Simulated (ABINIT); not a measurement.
ABINIT is run on MnO (Fm-3m, 2 atoms in the cell), and the run fails. The aim is a self-consistent single point with DFT, PBE+U, plane waves, PAW (JTH v2.0 PBE PAW).

Cell that was meant: a = 3.2026 Å, b = 3.2026 Å, c = 3.2026 Å, α = 60.00°, β = 60.00°, γ = 60.00°.

Part of the input:

```
         2.2646080000    2.2646080000    2.2646080000
      Angstrom
ecut 816 eV
usepawu 1
lpawu 2 -1
upawu 3.9 0 eV
jpawu 0 0 eV
```

Output, abridged:

```
 Perdew, Burke & Ernzerhof
 J. P. Perdew, K. Burke, and M. Ernzerhof, Phys. Rev. Lett. 77, 3865 (1996)
 J. P. Perdew, K. Burke, and M. Ernzerhof, Phys. Rev. Lett. 78, 1396 (1997)

 initocc_chkneu: initialized the occupation numbers for occopt= 6
    spin up   values:
  1.00  1.00  1.00  1.00  1.00  1.00  1.00  1.00  1.00  1.00  1.00  0.00
  0.00  0.00  0.00  0.00  0.00  0.00
    spin down values:
  1.00  1.00  1.00  1.00  1.00  1.00  1.00  1.00  1.00  1.00  0.00  0.00
  0.00  0.00  0.00  0.00  0.00  0.00
 LMac pawujat is:            1
 mpi_setup: With nkpt_me=35 and mkmem  = 35, ground state wf handled in core.
 mpi_setup: With nkpt_me=35 and mkqmem = 35, ground state wf handled in core.
 mpi_setup: With nkpt_me=35 and mk1mem = 35, ground state wf handled in core.
getng is called for the coarse grid:
 For input ecut=  2.998745E+01 best grid ngfft=      30      30      30
       max ecut=  3.038103E+01

 ==== FFT mesh ====
  FFT mesh divisions ........................    30   30   30
  Augmented FFT divisions ...................    31   31   30
  FFT algorithm .............................   312
  FFT cache size ............................    16
 getmpw: optimal value of mpw= 1249
getng is called for the fine grid:
 Using supplied coarse mesh as initial guess.
 For input ecut= -1.000000E+00 best grid ngfft=      30      30      30
       max ecut=  3.038103E+01

 ==== FFT mesh ====
  FFT mesh divisions ........................    30   30   30
  Augmented FFT divisions ...................    31   31   30
  FFT algorithm .............................   312
  FFT cache size ............................    16
 Symmetries : space group Fm -3 m (#225); Bravais cF (face-center cubic)

 getdim_nloc: deduce lmnmax  =  18, lnmax  =   6,
                      lmnmaxso=  18, lnmaxso=   6.

--- !ERROR
src_file: m_memeval.F90
src_line: 2443
mpi_rank: 0
message: |
    The value of (paw)ecutdg is zero or negative, which is forbidden.
...

 abinit_abort: decision taken to exit. Check above messages for more info
Abort(13) on node 0 (rank 0 in comm 0): application called MPI_Abort(MPI_COMM_WORLD, 13) - process 0

--- !ERROR
src_file: m_memeval.F90
src_line: 2443
mpi_rank: 0
message: |
    The value of (paw)ecutdg is zero or negative, which is forbidden.
...
```

Task: From the messages shown, name the fault and mend the input.

Result: The fault is no cutoff for the fine PAW grid. PAW runs need a second, finer grid for the compensation charges. To fix it, give the fine-grid cutoff. The program stopped before any SCF iteration.

An input that runs soundly differs in these lines (not the only fix; some lines may just follow from the change or write a value another way):
```diff
+pawecutdg 1633 eV
```

With that input, the run converged in 18 iterations: free energy E − TS -3290.96 eV; Fermi level (on the code's own zero) 6.39 eV; pressure -1.60 GPa; size of the cell's spin moment 5.00 μB; site moments (μB, in the program's spheres or projections) Mn 4.50, O 0.15 (DFT, PBE+U, plane waves, PAW (JTH v2.0 PBE PAW)).

On the sound input: the starting cell comes from a database of computed structures (which also holds hypothetical and non-ambient phases and stackings), without a prior relaxation at this level. Its lattice was rescaled by a random factor within 2.5 % of one. With one magnetic atom in the cell only a parallel order is possible. With U or open f shells several self-consistent states can exist.

These are the values that this program gave, and no reference: the one-centre exchange-correlation terms come from a truncated expansion.
